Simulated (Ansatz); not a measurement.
Start from a 16-atom supercell of ZnCu₂SnS₄ (space group I-4, No. 82; a = 5.468 Å, c = 10.935 Å) at its relaxed geometry.

Calculations: PBE (Ansatz, a first-principles code, PAW, no SOC).

Base values:

| Quantity | Value |
|---|---|
| Pressure | 0.0 GPa |

Perturbation: a neutral Sn on a Zn site (antisite), atoms relaxed at fixed cell, starting from a slightly rattled geometry.

Tabulated Pauling electronegativity and covalent radius: Zn 1.65, 1.22 Å; Sn 1.96, 1.39 Å.

### Question
Estimate the effect on the largest displacement of a host atom from its site in the perfect cell, pressure and shift of the substituted atom off its lattice site.

### Answer
The largest displacement of a host atom from its site in the perfect cell amounts to 0.84 Å; the pressure goes from zero to 3.3 GPa; the shift of the substituted atom off its lattice site amounts to 0.62 Å.

In so small a cell the defect repeats every few ångströms: this is an ordered compound, not a dilute defect. All final runs are without spin polarisation. Gaps under 0.05 eV, about the width of the smearing, are given as zero. The defect cell is not spin-polarised.
